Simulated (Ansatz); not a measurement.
Cost and result by functional for the surface energy of the (221) surface of alpha gallium in its 1x1 cell, outermost plane spacing 0.23 Å in the ideal cut, in Ansatz (plane waves, PAW). Single points on the PBE structure, on one kind of machine; costs are rough ratios of the slab run's core time (references not counted) to the cheapest single point. r2SCAN's cost holds its higher cutoff (500 against 420 eV). Differences are taken against r2SCAN for comparison alone: no measured value is at hand, so the table doesn't rank accuracy.

Model: 24-atom slab, 9.9 Å thick at the start (thin: gaps and levels are the slab's own), 9x4x1 mesh, Fermi-Dirac 0.1 eV, dipole correction, all atoms relaxed; start symmetry kept, larger cells not searched; no spin, no spin-orbit, no U. These notes are the PBE run's.

| functional | relative cost | surface energy (J/m²) | less r2SCAN (J/m²) |
|---|---|---|---|
| LDA | 1 | 0.84 | 0.07 |
| PBEsol | 1 | 0.78 | 0.01 |
| RPBE | 1 | 0.51 | -0.26 |
| r2SCAN | 2 | 0.77 | 0.00 |
| PBE (the relaxed run's value) | – | 0.62 | -0.14 |

The values span 0.32 J/m², while the single points' costs differ by a factor of roughly 2. Differences are of unrounded values.

Ansatz is an electronic-structure program.
